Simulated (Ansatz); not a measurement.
The parent structure is Zr in the hcp (Mg type) structure (space group P6_3/mmc, No. 194; a = 3.146 Å, c = 5.086 Å).

All numbers come from DFT with LDA, PAW potentials and a 420 eV plane-wave cutoff in Ansatz (a first-principles code), without spin-orbit coupling.

Base values:

```
Property                  Value
-------------------  ----------
c/a ratio                 1.617
Lattice parameter a  5.944 bohr
```

Modification: a hydrostatic pressure of 30 GPa.

Question: What happens to the c/a ratio and lattice parameter a?

Answer: The c/a ratio goes up by 0.115, from 1.617 to 1.732; the lattice parameter a drops by 0.539 bohr to 5.405 bohr.

Load acts through the strain it causes; cell and atoms are relaxed under it. No phonon test of stability was made. All final runs are without spin polarisation. Measured, Zr leaves this structure (for the ω phase) near 3 GPa (temperature not stated; as listed in C. Cazorla, D. Alfè, M. J. Gillan, Physical Review B (2008)).
